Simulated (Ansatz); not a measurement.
All values below come from PBE (plane waves to 420 eV, PAW; Ansatz, a quantum-chemistry and plane-wave program).

Planar average of the electrostatic potential across the slab, in eV from the Fermi level, for Sn on the 1x1 (111) surface of fcc Al, one in a 2x2 cell, started at the site 'bridge Al-Al (span 2.9 Å)':

(z (Å), V (eV)): (5.30, 4.07); (5.59, 4.07); (5.89, 4.07); (6.18, 4.06); (6.48, 4.06); (6.77, 4.04); (7.07, 4.01); (7.36, 3.93); (7.66, 3.79); (7.95, 3.49); (8.24, 2.86); (8.54, 1.62); (8.83, -0.85); (9.13, -4.73); (9.42, -6.88); (9.72, -7.28); (10.01, -7.12); (10.31, -5.79); (10.60, -2.44); (10.89, -0.49); (11.19, -1.60); (11.48, -5.03); (11.78, -7.02); (12.07, -7.42); (12.37, -7.19); (12.66, -5.69); (12.96, -2.31); (13.25, -0.67); (13.54, -2.27); (13.84, -5.64); (14.13, -7.16); (14.43, -7.40); (14.72, -7.02); (15.02, -5.06); (15.31, -1.66); (15.61, -0.54); (15.90, -2.45); (16.19, -5.69); (16.49, -7.13); (16.78, -7.32); (17.08, -6.87); (17.37, -4.77); (17.67, -1.33); (17.96, 0.28); (18.26, 0.35); (18.55, 0.93); (18.84, 1.70); (19.14, 1.52); (19.43, 1.07); (19.73, 1.77); (20.02, 2.99); (20.32, 3.60); (20.61, 3.89); (20.91, 4.03); (21.20, 4.10); (21.49, 4.13); (21.79, 4.15); (22.08, 4.16); (22.38, 4.16); (22.67, 4.16); (22.97, 4.16); (23.26, 4.16)

Set-up: 17 atoms, 7.0 Å thick at the start under the adsorbate (thin: gaps and levels are the slab's own); mesh 6x6x1; 0.1 eV smearing; dipole correction on; 8 atoms held, the rest relaxed; held to the start's symmetry, so lower structures may exist; spin-polarised, no spin-orbit, no U, no dispersion correction. The starting moment vanished. At the end it is bonded to 2 Al. In PBE this state lies 0.06 eV over the lowest of the starts that converged ('hollow Al-Al-Al over Al at depth 2.3 Å').

The vacuum level lies 4.16 eV above the Fermi level over the top face and 4.07 eV above it under the bottom face.
